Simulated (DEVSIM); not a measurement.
Device: abrupt GaP p-n junction, at 350 K.

```csv
layer (left to right),material,thickness (μm),Nd (cm⁻³),Na (cm⁻³),τn (s),τp (s)
1,GaP,8.90,-,7.5e15,1.7e-7,1.7e-7
2,GaP,3.80,2e17,-,1.7e-7,1.7e-7
```

Left contact: ohmic. Right contact: ohmic. Voltage is applied to the left contact. Recombination: SRH at mid-gap, radiative. Mobility is μmin + (μ − μmin)/(1 + (N/Nref)^α).

Constants are typed, rounded textbook-type inputs, not results; the design itself was drawn at random and stands for no fabricated device. Values at 300 K; Nc and Nv go as T^1.5, mobilities as T to minus their exponent, the gap by Varshni's rule with the affinity fixed.

```csv
parameter,GaP
gap (eV),2.26
affinity (eV),3.8
permittivity,11.1
Nc (cm⁻³),1.8e19
Nv (cm⁻³),1.9e19
μn (cm²/Vs),250
μp (cm²/Vs),150
"μn,min",10
"μp,min",10
"Nref,n",4.4e18
"Nref,p",1e18
αn,0.8
αp,0.85
T exponent of μn,1.6
T exponent of μp,1.98
B (cm³/s),1e-13
Varshni α (eV/K),0.00058
Varshni β (K),372
```

Model (solved in DEVSIM): 1D drift-diffusion, Boltzmann statistics, complete ionisation; no tunnelling, impact ionisation, image-force lowering or self-heating.

The thickness of layer 1 was swept, all else fixed.

```csv
thickness of layer 1 (μm),dark forward voltage at 100 A/cm² (V),dark forward voltage at 1 A/cm² (V)
1.8,1.809,1.641
3.1,1.835,1.658
5.3,…,…
8.9,1.903,1.687
15,1.970,1.697
27,2.130,1.709
44,2.459,1.723
```

**Question.** Some entries are withheld; supply them.

**Answer.** 
- 5.3, dark forward voltage at 100 A/cm² (V): 1.865
- 5.3, dark forward voltage at 1 A/cm² (V): 1.674
